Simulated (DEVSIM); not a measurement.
Device: Ti/SiO2/p-GaAs capacitor, at 300 K.

Layer 1 from the left is SiO2, thickness (nm) 9.60. Layer 2 from the left is GaAs, thickness (nm) 17000, Na (cm⁻³) 1.4e15.

Metal gate on the left, work function 4.33 eV. Fixed charge at the semiconductor interface -4.9e11 cm⁻² (in units of +e); no interface traps.

Constants are typed, rounded textbook-type inputs, not results; the design itself was drawn at random and stands for no fabricated device. Values at 300 K.

SiO2: gap (eV) 9, affinity (eV) 0.9, permittivity 3.9. GaAs: gap (eV) 1.424, affinity (eV) 4.07, permittivity 12.9, Nc (cm⁻³) 4.7e17, Nv (cm⁻³) 9e18.

Problem. Estimate by hand the flat-band voltage, the threshold voltage, and compare with a numerical solution.

Solution. 
- Flat-band voltage: C = 0.360 μF/cm², work-function difference -0.937 V; VFB = φms − qNf/C = -0.72 V; numerical -0.72 V.
- Threshold voltage: φF = 0.523 V, depletion charge √(4εqNφF) = 2.32e-8 C/cm²; VT = VFB + 2φF + Qd/C = 0.39 V; numerical 0.39 V.

DEVSIM, 1D Poisson equation in equilibrium, Boltzmann statistics, complete ionisation; no quantum confinement or tunnelling. Metal contacts follow the ideal Schottky-Mott rule: no Fermi-level pinning, no interface dipoles.
